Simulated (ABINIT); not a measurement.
ABINIT run on InP (F-43m, 2 atoms in the cell): self-consistent single point.

Method: PBE, PAW (JTH v2.0 PBE PAW) (plane waves; ABINIT 10.0.3).

The change in words: lattice scaled by 0.98. Reference geometry:
```
CELL_PARAMETERS angstrom
      0.00000     3.01072     3.01072
      3.01072     0.00000     3.01072
      3.01072     3.01072     0.00000
ATOMIC_POSITIONS crystal
  In 0.00000 0.00000 0.00000
  P  0.25000 0.25000 0.25000
```

Reference input (self-consistent single point, DFT, PBE, plane waves, PAW (JTH v2.0 PBE PAW)): pseudos = [In.GGA_PBE-JTH.xml, P.GGA_PBE-JTH.xml]; ecut = 21 Ha; pawecutdg = 42 Ha; pawxcdev = 0; ixc = 11; occopt = 3; tsmear = 0.00036749 Ha; ngkpt = 5 5 5; nshiftk = 1; shiftk = 0 0 0; potentials = JTH v2.0 PBE PAW; nband = 14. This run's input differs from it in these lines:

```diff
@@ -5,5 +5,5 @@
 rprim
-         0.0000000000    5.6894343482    5.6894343482
-         5.6894343482    0.0000000000    5.6894343482
-         5.6894343482    5.6894343482    0.0000000000
+        -0.0000000000    5.5756463793    5.5756463793
+         5.5756463793    0.0000000000    5.5756463793
+         5.5756463793    5.5756463793    0.0000000000
 natom 2
```

The program printed (abridged):

```
--- !BeginCycle
solver: {iscf: 17, nstep: 80, nline: 4, wfoptalg: 10, }
tolerances: {tolvrs: 1.00E-12, }
...

     iter   Etot(hartree)      deltaE(h)  residm     nres2
 ETOT  1  -64.693623062530    -6.469E+01 8.763E-02 3.980E+00
 ETOT  2  -64.721408363927    -2.779E-02 7.545E-03 9.535E-01
 ETOT  3  -64.720947521468     4.608E-04 3.986E-03 1.829E-01
 ETOT  4  -64.720963130364    -1.561E-05 2.570E-03 9.150E-03
 ETOT  5  -64.721032007556    -6.888E-05 1.040E-03 7.643E-04
   [... 5 lines left out ...]
 ETOT 11  -64.721044410464    -6.472E-11 1.538E-06 3.673E-10
 ETOT 12  -64.721044410464    -3.695E-13 1.715E-06 4.327E-11
 ETOT 13  -64.721044410464     8.527E-14 4.216E-07 4.718E-12
 ETOT 14  -64.721044410464     8.527E-14 4.586E-07 4.937E-14
 At SCF step   14       nres2   =  4.94E-14 < tolvrs=  1.00E-12 =>converged.

 Cartesian components of stress tensor (hartree/bohr^3)
  sigma(1 1)= -5.87520841E-05  sigma(3 2)=  0.00000000E+00
  sigma(2 2)= -5.87520841E-05  sigma(3 1)=  0.00000000E+00
  sigma(3 3)= -5.87520841E-05  sigma(2 1)=  0.00000000E+00

 ----iterations are completed or convergence reached----

 reduced coordinates (array xred) for    2 atoms
       0.000000000000      0.000000000000      0.000000000000
       0.250000000000      0.250000000000      0.250000000000
 cartesian forces (eV/Angstrom) at end:
    1     -0.00000000000000    -0.00000000000000    -0.00000000000000
    2     -0.00000000000000    -0.00000000000000    -0.00000000000000
 frms,max,avg= 0.0000000E+00 0.0000000E+00   0.000E+00  0.000E+00  0.000E+00 e/A
   [... lines left out ...]
 Fermi (or HOMO) energy (hartree) =   0.17614   Average Vxc (hartree)=  -0.33783
   [... lines left out ...]
'-kT*entropy'       :  1.75530604607536E-16
total_energy        : -6.47210444568232E+01
total_energy_eV     : -1.76114918453474E+03
...

-Cartesian components of stress tensor (GPa)         [Pressure=  1.7285E+00 GPa]
- sigma(1 1)= -1.72854570E+00  sigma(3 2)=  0.00000000E+00
- sigma(2 2)= -1.72854570E+00  sigma(3 1)=  0.00000000E+00
- sigma(3 3)= -1.72854570E+00  sigma(2 1)=  0.00000000E+00

 Calculation completed.
```

The run converged in 14 iterations. Against the reference run the free energy hardly moves (within 1 meV/atom), the pressure goes from -1.90 to 1.73 GPa and the gap on the mesh goes from 0.251 to 0.581 eV.

The starting cell comes from a database of computed structures (which also holds hypothetical and non-ambient phases and stackings), without a prior relaxation at this level. Its lattice was rescaled by a random factor within 2.5 % of one. For this run, on top of that: lattice scaled by 0.98.
